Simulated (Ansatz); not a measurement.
An Ansatz (a quantum-chemistry and plane-wave program) run: Sn with a change (biaxial strain +2.50 %, plane normal [001], relaxed out of plane); LDA (Ansatz, PAW, without spin-orbit coupling).

Input:

Ansatz 0.2 input:
```yaml
crystal:
  lattice:
    - [4.6926018514, 0, 0]
    - [0, 4.6926018514, 0]
    - [2.3463009257, -2.3463009257, 3.1967741055]
  atoms:
    - { symbol: Sn, position: [0, 0, 0] }
    - { symbol: Sn, position: [0.75, 0.75, 0.5] }
basis: { ecutwfc: 420, ecutrho_ratio: 4, xc_grid: 2, fft_grid_basis: typed }
kpoints: { mp_grid: { grid: [16, 16, 16] } }
hamiltonian:
  xc: lda
  dispersion: none
  pseudopotentials: { kind: paw }
scf: { occupations: { method: fermi_dirac, width: 0.1 } }
relax: { f_tol: 0.005, max_steps: 50, cell: { stress_tol: 0.01, fix: [a, b, gamma] } }
output: { forces: true, stress: true }
checkpoint: { write: state.ck, write_every: 1000 }
```

Output (explanatory and most iteration lines left out):

```
Relaxation: its limit of steps is 50 (relax.max_steps)
Pseudopotential: Sn, paw, valence charge 14
Crystal: 2 atoms, lattice volume = 70.395 Å³
Basis set: ecut = 420 eV, 1387 PW (Γ), exchange–correlation on 64×64×64 points (8 copies of the dense FFT grid, shifted against one another)
Bands: 18, of which v1, the nominal top of the filled ones, is band 14 counted from 1 (13 counted from 0)
Symmetry: 16 space group operations
Space group: I41/amd (ITA 141), of the structure as read, at distance tolerance 4.1e-5 Å
k-points: 349 of 4096
Functional: x = slater, c = lda
SCF iter   1: F=—  HF=-11759.018443 eV  |F-HF|=—  |Δ(HF+E_count)|=         —  Δρ=6.00e-3  dr2=1.15e-2  ethr=1.77e-3  ⟨swp⟩=5.9  Hψ=33635  notcnv=0
SCF iter   2: F=—  HF=-11759.014030 eV  |F-HF|=—  |Δ(HF+E_count)|=   4.41e-3  Δρ=2.75e-3  dr2=2.51e-3  ethr=4.12e-5  ⟨swp⟩=2.7  Hψ=13989  notcnv=0
SCF 1 converged in 7 iterations: F = -11759.013609 eV  dr2 = 1.18e-9
relax step   1: F+E_penalty+E_count = -11759.01360858 eV  Δ(F+E_penalty+E_count) = +0.000e0 eV  max|allowed force component| = 3.469e-18 eV/Å  Δτ_max = 0.0000 Å  P = -1.522 GPa  Ω = 70.395 Å³  fix = [a, b, gamma]  reactions: a -1.891, b -1.891 GPa  (7 SCF iters, dr2 threshold 1.00e-7 eV, accepted)
[... steps on the carried basis left out ...]
relax step   3: F+E_penalty+E_count = -11759.01614200 eV  Δ(F+E_penalty+E_count) = +1.806e-6 eV  max|allowed force component| = 1.388e-17 eV/Å  Δτ_max = 0.0000 Å  P = -0.994 GPa  Ω = 69.418 Å³  energy of the carried Pulay correction = +1.306e-4 eV  fix = [a, b, gamma]  reactions: a -1.490, b -1.490 GPa  (4 SCF iters, dr2 threshold 8.83e-10 eV, accepted)
Crystal: 2 atoms, lattice volume = 69.418 Å³
SCF iter   1: F=—  HF=-11759.016016 eV  |F-HF|=—  |Δ(HF+E_count)|=         —  Δρ=1.29e-5  dr2=1.79e-8  ethr=2.33e-7  ⟨swp⟩=2.8  Hψ=47749  notcnv=0
SCF iter   2: F=—  HF=-11759.016016 eV  |F-HF|=—  |Δ(HF+E_count)|=   3.31e-7  Δρ=6.62e-6  dr2=5.10e-9  ethr=6.39e-11  ⟨swp⟩=3.2  Hψ=12744  notcnv=0
SCF 4 converged in 7 iterations: F = -11759.016016 eV  dr2 = 2.20e-14
SCF converged after 7 iterations
Free energy (F): -11759.016016 eV
Internal energy: -11759.010160 eV  (E = F + TS)
E sigma→0 (E₀):  -11759.013088 eV
Entropy (-TS):   -0.005856 eV (-2.928 meV/atom)
Fermi energy:    7.318509 eV
--- Forces (eV/Å), atoms counted from 1 ---
  atom   1  Sn     0.00000000     0.00000000     0.00000000
  atom   2  Sn    -0.00000000     0.00000000     0.00000000
--- Stress (GPa, compression-positive) ---
       -1.489541       0.000000       0.000000
        0.000000      -1.489541       0.000000
        0.000000       0.000000      -0.001790
  P = ⅓ Tr σ = -0.9936 GPa (-9.936 kbar)
--- Relaxed structure (3 steps of the walk, 3 accepted, 1 SCFs on fresh bases) ---
  cell:  # Å, volume = 69.4180 Å³
    - [4.6926018514, 0.0, 0.0]
    - [0.0, 4.6926018514, 0.0]
    - [2.3463009257, -2.3463009257, 3.152426506092627]
  atoms:
    - { symbol: Sn, position: [-1.5061511079823434e-35, 1.5061511079823434e-35, 3.012302215964687e-35] }
    - { symbol: Sn, position: [0.75, 0.7500000000000001, 0.5] }
```

No phonon test of stability was made. The cell was made from Sn in the diamond structure (space group Fd-3m, No. 227) by this change: biaxial strain +2.50 %, plane normal [001], relaxed out of plane.
